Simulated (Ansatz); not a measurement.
**InSb (space group P3_121, No. 152; a hypothetical phase, not in the database extracts checked)**

Space group P3₁21 (No. 152); a = b = 4.5869 Å, c = 10.0227 Å, α = β = 90.00°, γ = 120.00°

```
atom  site  symmetry       x       y       z
----  ----  --------  ------  ------  ------
In      3b       .2.  0.5572  0.5572  0.5000
Sb      3a       .2.  0.5373  0.5373  0.0000
```

The values are results of PBEsol, PAW, 420 eV (Ansatz, a quantum-chemistry and plane-wave program; without spin-orbit coupling), not measurements. Settings: 12×12×5 k-points, 0.05 eV Fermi–Dirac smearing.

The volume per atom comes out as 30.44 Å³, the density comes out as 6.45 g/cm³ and the band gap comes out as zero. The total energy comes out as -5966.737 eV/atom (σ→0; compares only within this code and set-up).

With Sb present, leaving out spin-orbit coupling can change the band edges. Stability against distortions was not tested. The final runs are not spin-polarised. The zero or small gap of InSb can change with the level of theory.
